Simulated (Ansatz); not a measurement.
CuAu: biaxial strain −1.00 %, plane normal [001], relaxed out of plane

Base system: CuAu (space group P4/mmm, No. 123; a = 2.869 Å, c = 3.645 Å; relaxed with 0.1 eV smearing). Axes: x, y, z lie along a, b, c of the conventional cell.

Now apply this change: biaxial strain −1.00 %, plane normal [001], relaxed out of plane (Cartesian); in-plane vectors clamped, the third vector and the atoms free.

Method: plane-wave PAW DFT at the PBE level (Ansatz, a first-principles code, 420 eV), without spin-orbit coupling. k-mesh 20×20×16 (Γ-centred); smearing 0.1 eV (Fermi–Dirac).

The volume per atom falls by 0.05 Å³ to 14.96 Å³ and the space group is still P4/mmm (No. 123). The shortest interatomic distance grows by 0.006 Å, from 2.727 Å to 2.733 Å and the pressure (mean of the normal stresses, compression positive) goes from zero to 0.5 GPa. The band gap stays zero and the out-of-plane strain is +1.72 %. The mean in-plane stress (compression positive) is +0.8 GPa.

Stability against distortions was not tested. All final runs are without spin polarisation.
